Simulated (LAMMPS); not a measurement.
MD of GaAs (zinc blende) at zero pressure over temperature, 216 atoms; each row names its start.

Model: classical MD, pair style bop, file GaAs.bop.table, run in LAMMPS.

```csv
"T (K), start",state,volume,enthalpy,"first peak of g(r), As-Ga",coordination number of As by Ga,D(As),D(Ga)
"100, crystal",crystal; no diffusion seen in 15 ps,22.7612 ± 0.0004 Å³/atom,-3.3438 ± 0.0001 eV/atom,"2.46 Å, height 27.8",4.00 (counted to 3.30 Å),-,-
"200, crystal",crystal; no diffusion seen in 15 ps,22.806 ± 0.001 Å³/atom,-3.3181 ± 0.0002 eV/atom,"2.46 Å, height 20.4",4.00 (counted to 3.34 Å),-,-
"300, crystal",crystal; no diffusion seen in 15 ps,22.8520 ± 0.0007 Å³/atom,-3.2921 ± 0.0002 eV/atom,"2.46 Å, height 17.3",4.00 (counted to 3.38 Å),-,-
"680, crystal",crystal; no diffusion seen in 15 ps,23.034 ± 0.002 Å³/atom,-3.1920 ± 0.0006 eV/atom,"2.46 Å, height 10.9",4.00 (counted to 3.42 Å),-,-
"900, crystal",crystal; no diffusion seen in 15 ps,23.125 ± 0.003 Å³/atom,-3.133 ± 0.001 eV/atom,"2.46 Å, height 10.4",4.00 (counted to 3.46 Å),-,-
"1120, crystal",crystal; no diffusion seen in 15 ps,23.253 ± 0.007 Å³/atom,-3.075 ± 0.002 eV/atom,"2.46 Å, height 9.0",4.00 (counted to 3.50 Å),-,-
"1350, crystal",crystal; no diffusion seen in 15 ps,23.370 ± 0.004 Å³/atom,-3.016 ± 0.001 eV/atom,"2.46 Å, height 8.5",4.00 (counted to 3.54 Å),-,-
"1580, crystal",crystal; no diffusion seen in 15 ps,23.498 ± 0.005 Å³/atom,-2.956 ± 0.001 eV/atom,"2.47 Å, height 8.1",4.00 (counted to 3.58 Å),-,-
"1800, crystal",crystal; no diffusion seen in 15 ps,23.62 ± 0.02 Å³/atom,-2.888 ± 0.002 eV/atom,"2.46 Å, height 7.1",4.00 (counted to 3.42 Å),-,-
"830, melt","slow or partial motion within 30 ps, no clear phase",20.68 ± 0.06 Å³/atom,-2.744 ± 0.003 eV/atom,"2.53 Å, height 5.1",3.26 (counted to 2.98 Å),-,-
"1050, melt","slow or partial motion within 30 ps, no clear phase",21.10 ± 0.04 Å³/atom,-2.685 ± 0.004 eV/atom,"2.54 Å, height 5.3",3.33 (counted to 3.02 Å),-,-
"1200, melt",liquid,21.10 ± 0.06 Å³/atom,-2.612 ± 0.003 eV/atom,"2.54 Å, height 4.3",3.47 (counted to 3.06 Å),(5.0 ± 0.6) × 10^-6 cm²/s,(6 ± 1) × 10^-6 cm²/s
"1350, melt",liquid,21.06 ± 0.09 Å³/atom,-2.552 ± 0.004 eV/atom,"2.55 Å, height 4.2",3.69 (counted to 3.14 Å),-,(1.23 ± 0.10) × 10^-5 cm²/s
"1500, melt",liquid,21.25 ± 0.05 Å³/atom,-2.477 ± 0.003 eV/atom,"2.56 Å, height 3.7",3.70 (counted to 3.18 Å),(2.0 ± 0.3) × 10^-5 cm²/s,(2.1 ± 0.2) × 10^-5 cm²/s
"1650, melt",liquid,21.45 ± 0.07 Å³/atom,-2.412 ± 0.004 eV/atom,"2.57 Å, height 3.6",3.79 (counted to 3.22 Å),(3.8 ± 0.2) × 10^-5 cm²/s,(4.9 ± 0.4) × 10^-5 cm²/s
"1880, melt",liquid,21.9 ± 0.1 Å³/atom,-2.308 ± 0.002 eV/atom,"2.57 Å, height 3.4",3.58 (counted to 3.18 Å),(6.2 ± 0.5) × 10^-5 cm²/s,(5.8 ± 0.6) × 10^-5 cm²/s
"2100, melt",liquid,22.45 ± 0.09 Å³/atom,-2.222 ± 0.001 eV/atom,"2.58 Å, height 3.1",3.79 (counted to 3.30 Å),(9.1 ± 0.7) × 10^-5 cm²/s,(1.1 ± 0.2) × 10^-4 cm²/s
"2400, melt",liquid,23.7 ± 0.2 Å³/atom,-2.100 ± 0.006 eV/atom,"2.55 Å, height 2.9",3.46 (counted to 3.26 Å),(1.25 ± 0.08) × 10^-4 cm²/s,(1.2 ± 0.1) × 10^-4 cm²/s
```

Measured linear expansion coefficient: 5.730 1e-6/K (Ioffe Institute, NSM Archive, GaAs, thermal).

Measured melting point: 1511 K (chemicals 1.5.2 (Python package), Misc/Physical Constants of Inorganic Compounds.csv; one source, unchecked).

Caution (rows 680, crystal; 900, crystal; 1120, crystal; 1350, crystal; 1580, crystal; 1800, crystal; 1200, melt; 1350, melt; 1500, melt; 1650, melt; 1880, melt; 2100, melt; 2400, melt): a run this short can hold a crystal over, or a liquid under, the potential's own melting point, which these runs don't give.

Caution (rows 1120, crystal; 830, melt; 1050, melt; 1200, melt): enthalpy drifts during the constant-pressure average: a transition or slow ageing; fluctuation values are void.

Caution (rows 1200, melt; 1350, melt; 1500, melt; 1650, melt; 1880, melt; 2100, melt; 2400, melt): the real compound melts congruently only under the pressure of its own vapour and loses its more volatile element when open.

From the crystal rows between 100 and 300 K, estimate the mean linear expansion coefficient and the heat capacity. The slope of ln V over three gives 6.6 × 10^-6 /K, and dH/dT = 3.0 kB/atom. Nuclei are classical here, so the heat capacity stays near 3 kB/atom, where a real crystal's falls off below its Debye temperature.

Fit an Arrhenius law to the diffusion of As in the liquid. ln D against 1/T from 1200 to 2400 K gives an activation energy of 0.68 eV and D0 = 0.0038 cm²/s.

Fit an Arrhenius law to the diffusion of Ga in the liquid. ln D against 1/T from 1200 to 2400 K gives an activation energy of 0.64 eV and D0 = 0.0033 cm²/s.

States go by the mean squared displacement: a species diffuses where it passes 1.5 Å², still rises and gives D over 1e-6 cm²/s; a crystal has left its structure where atoms lie 0.35 Å off their sites on average or a cubic box changes its shape by 3 %, or the axial ratios of another lie 8 % off the starting cell's, which the potential's own relaxation can also do.

Errors of D are the spread over four groups of atoms in one short run; a floor of about 5 %, a picked value, is safer.

Uncertainties are statistical and leave out the potential's own error.
